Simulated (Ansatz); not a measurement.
The reference is Sn in the diamond structure (space group Fd-3m, No. 227; a = 6.5402 Å; relaxed with 0.1 eV smearing). Axes: x, y, z lie along the cube axes.

The values are results of PBEsol (Ansatz, an electronic-structure program), scalar-relativistic without spin-orbit coupling, not measurements.

Before the change:

```
Quantity                         Value
-----------------------------  -------
Pressure                       0.0 GPa
Shortest interatomic distance  2.832 Å
```

The change: uniaxial strain ε_zz = −1.00 %, all other strain components held at zero; the atoms relax in the strained cell.

Problem. How does this affect the pressure, shortest interatomic distance and energy relative to the base?

Solution. The pressure (mean of the normal stresses, compression positive) goes from zero to 0.4 GPa; the shortest interatomic distance shrinks by 0.009 Å to 2.823 Å; the energy goes up by 0.7 meV/atom.

No phonon test of stability was made.
